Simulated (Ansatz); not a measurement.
Structures of equal composition on the (110) surface of bcc Ta: a layer of Os in place of the second plane; a layer of Os in place of the third plane. The slabs share one bottom face, and each structure is named by its start. These are constructed structures in small cells; real faces may alloy, dewet or reconstruct in larger ones, and not all known structures of the face are among them. Slabs of about 11 Å with all that they carry, Fermi-Dirac smearing of 0.1 eV. Bottom of the slabs: a bare face, its two planes held. Relaxed from the named starts with such symmetry as they have, on meshes of like density; energies extrapolated to zero smearing; no spin-orbit coupling, no U. Spin-polarised runs, if any, are marked in brackets, and their order is one that fits the cell; the others ran without spin.

Level of theory: PBE (plane waves to 420 eV, PAW; Ansatz, a quantum-chemistry and plane-wave program).

Question: Order them by energy per 1x1 cell (lowest first) at the level PBE.

Answer: a layer of Os in place of the third plane (0.000 eV), a layer of Os in place of the second plane (0.226 eV)
